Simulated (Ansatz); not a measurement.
Consider AlCo in the CsCl type structure (space group Pm-3m, No. 221; a = 2.823 Å; non-magnetic).

Computed with PBEsol, PAW, 420 eV (Ansatz, a program for electronic structure; no spin-orbit coupling).

For the base:

| Item | Value |
|---|---|
| Lattice parameter a | 2.823 Å |
| Band gap | zero |

Modification: a hydrostatic pressure of 60 GPa.

**Question.** How does this affect the lattice parameter a?

**Answer.** The lattice parameter a decreases by 0.184 Å, from 2.823 Å to 2.639 Å.

**Question.** What happens to the band gap?

**Answer.** The band gap is still zero.

Load acts through the strain it causes; cell and atoms are relaxed under it. No phonon test of stability was made. No other phases were tried under pressure. Starting moments died away, wholly or in part, for the base; another magnetic solution may exist. The final runs are not spin-polarised.
